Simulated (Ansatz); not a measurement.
System: N-vacancy pair (N on one host O site, one O site vacant) in monoclinic HfO2 (charge state +1). All values below come from PBE, PAW (plane waves to 420 eV; Ansatz, a program for electronic structure).

Cell of 96 host sites held at the relaxed PBE lattice; the Γ point alone; Fermi-Dirac width 0.01 eV, spin-restricted; finite-size errors left in. Energies are static. Spin-orbit coupling is left out. The charge state is imposed; whether it is stable for some Fermi level was not computed. Forms of the defect that were not tried may lie lower. The start lies 1.11 eV above the lowest site run (PBE).

Barriers: single points on a 2×2×2 k-point mesh shifted by half a step at the bands' geometries.

Relaxed starting cell (atoms counted from 1):

```
Hf32NO62
1.0
   10.32305     0.00000     0.00000
    0.00000    10.42402     0.00000
   -1.79660     0.00000    10.55307
Hf N O
32 1 62
Direct
  0.12666   0.23056   0.34339
  0.13578   0.22899   0.85431
  0.13842   0.72548   0.35511
  0.13671   0.72991   0.85530
  0.63815   0.22715   0.35393
  0.64046   0.22720   0.85550
  0.64251   0.72807   0.35389
  0.63646   0.72911   0.85512
  0.36283   0.27129   0.14713
  0.37094   0.28049   0.65968
  0.36188   0.76899   0.14345
  0.36137   0.77019   0.64663
  0.85733   0.27242   0.14208
  0.85991   0.27165   0.64641
  0.86258   0.77104   0.14623
  0.85536   0.76907   0.64723
  0.36450   0.47544   0.39706
  0.35912   0.48209   0.89947
  0.36588   0.96780   0.38943
  0.36194   0.97883   0.89457
  0.85981   0.47773   0.39538
  0.86224   0.47973   0.89684
  0.87269   0.98320   0.39610
  0.86208   0.97789   0.89574
  0.13772   0.02042   0.10404
  0.12265   0.01496   0.61079
  0.13695   0.52072   0.10520
  0.13313   0.52363   0.60775
  0.63771   0.01954   0.10403
  0.63746   0.02074   0.60241
  0.63672   0.52175   0.10429
  0.63837   0.52253   0.60424
  0.06022   0.08039   0.43177
  0.03528   0.08200   0.92285
  0.03590   0.57928   0.42398
  0.03384   0.58485   0.92377
  0.52787   0.08817   0.42580
  0.53171   0.08773   0.92384
  0.53429   0.58589   0.42312
  0.53128   0.58809   0.92548
  0.46575   0.41377   0.07599
  0.46793   0.41972   0.57888
  0.46610   0.91284   0.07310
  0.46328   0.91741   0.57414
  0.96412   0.41688   0.07660
  0.96685   0.41142   0.57523
  0.96640   0.91501   0.07725
  0.95862   0.91516   0.58164
  0.46887   0.33614   0.32526
  0.47003   0.34189   0.82857
  0.46959   0.83520   0.32222
  0.46669   0.83760   0.82419
  0.96094   0.33652   0.32136
  0.96566   0.33535   0.82788
  0.96649   0.83123   0.32920
  0.96395   0.83369   0.82645
  0.03179   0.16821   0.16394
  0.02815   0.16222   0.68080
  0.03473   0.66482   0.17505
  0.03163   0.66502   0.67341
  0.53371   0.16164   0.17550
  0.53095   0.16460   0.67384
  0.53472   0.66444   0.17447
  0.53445   0.66685   0.67331
  0.24001   0.33743   0.49061
  0.22333   0.37091   0.98980
  0.22997   0.86849   0.49004
  0.22426   0.87111   0.98861
  0.72382   0.37123   0.48862
  0.72351   0.37081   0.98807
  0.72417   0.87177   0.48768
  0.72464   0.87151   0.98791
  0.27594   0.12827   0.00993
  0.27481   0.62800   0.01238
  0.27357   0.62092   0.51402
  0.77403   0.12793   0.01004
  0.77469   0.12842   0.51062
  0.77476   0.62860   0.01189
  0.77667   0.62790   0.51113
  0.27680   0.12096   0.26873
  0.27603   0.12243   0.74792
  0.27744   0.62140   0.26359
  0.27415   0.62309   0.76321
  0.77848   0.12183   0.26137
  0.77325   0.12084   0.76110
  0.77669   0.62058   0.26185
  0.77463   0.62191   0.76184
  0.22681   0.38143   0.23800
  0.22423   0.38183   0.74175
  0.22588   0.87582   0.23688
  0.22424   0.87544   0.74121
  0.72125   0.37849   0.23777
  0.72435   0.37897   0.73870
  0.72639   0.87865   0.23764
  0.72233   0.87896   0.73812
```
Cell charge +1.

End state 1 differs by these moves (Å; atoms that move under 0.08 Å are left out):

```tsv
atom	element	Δx	Δy	Δz
1	Hf	0.23	0.12	0.03
7	Hf	-0.11	-0.04	-0.02
10	Hf	-0.14	-0.12	-0.21
13	Hf	0.04	-0.05	0.08
16	Hf	0.09	0.04	-0.03
19	Hf	-0.15	0.16	0.09
23	Hf	-0.33	-0.15	-0.04
26	Hf	0.22	0.00	0.07
33	N	1.73	0.47	0.71
34	O	-0.06	0.11	0.07
35	O	-0.05	0.08	0.00
42	O	-0.02	-0.08	-0.03
45	O	0.05	-0.09	0.02
47	O	0.02	-0.05	-0.07
48	O	0.10	0.08	-0.21
50	O	-0.07	-0.08	-0.05
51	O	-0.09	-0.01	0.06
53	O	0.02	-0.12	0.16
55	O	0.01	0.16	-0.07
56	O	0.07	0.10	-0.07
57	O	-0.09	-0.21	0.32
58	O	0.04	-0.01	-0.09
65	O	-0.15	0.44	-0.05
67	O	-0.11	-0.02	0.04
75	O	0.03	0.08	-0.02
80	O	0.06	0.04	-0.15
81	O	-0.03	-0.03	0.17
89	O	-0.02	-0.05	-0.07
90	O	-0.05	0.05	0.05
94	O	-0.08	-0.04	0.00
```

Problem. Give the forward and backward barriers to end state 1 at the level PBE, PAW.

Solution. forward 0.22 eV, backward 1.34 eV; at the saddle point atom 33 has neighbours 2 Hf at 1.98 Å. The saddle point's order was not checked.

End state 2 differs by these moves (Å; atoms that move under 0.08 Å are left out):

```json
[
 {"atom": "1", "element": "Hf", "Δx": "-0.01", "Δy": "-0.17", "Δz": "-0.01"},
 {"atom": "10", "element": "Hf", "Δx": "0.02", "Δy": "-0.16", "Δz": "0.00"},
 {"atom": "17", "element": "Hf", "Δx": "0.12", "Δy": "0.12", "Δz": "-0.09"},
 {"atom": "19", "element": "Hf", "Δx": "-0.02", "Δy": "0.08", "Δz": "0.04"},
 {"atom": "23", "element": "Hf", "Δx": "-0.08", "Δy": "-0.04", "Δz": "0.00"},
 {"atom": "26", "element": "Hf", "Δx": "0.10", "Δy": "0.11", "Δz": "-0.15"},
 {"atom": "28", "element": "Hf", "Δx": "-0.05", "Δy": "0.08", "Δz": "0.04"},
 {"atom": "33", "element": "N", "Δx": "-0.21", "Δy": "-0.08", "Δz": "-0.16"},
 {"atom": "42", "element": "O", "Δx": "-0.22", "Δy": "-0.05", "Δz": "-0.12"},
 {"atom": "58", "element": "O", "Δx": "0.05", "Δy": "0.03", "Δz": "-0.06"},
 {"atom": "62", "element": "O", "Δx": "0.08", "Δy": "0.00", "Δz": "0.05"},
 {"atom": "65", "element": "O", "Δx": "0.25", "Δy": "-1.76", "Δz": "0.19"},
 {"atom": "80", "element": "O", "Δx": "0.01", "Δy": "-0.03", "Δz": "-0.12"},
 {"atom": "81", "element": "O", "Δx": "-0.01", "Δy": "0.00", "Δz": "0.14"},
 {"atom": "88", "element": "O", "Δx": "-0.02", "Δy": "0.01", "Δz": "0.12"},
 {"atom": "89", "element": "O", "Δx": "0.03", "Δy": "-0.02", "Δz": "-0.15"}
]
```

Problem. What forward and backward barriers to end state 2 does PBE, PAW give?

Solution. forward 0.57 eV, backward 0.098 eV; at the saddle point atom 65 has neighbours Hf at 1.98, Hf at 2.03 Å. The saddle point's order was not checked.
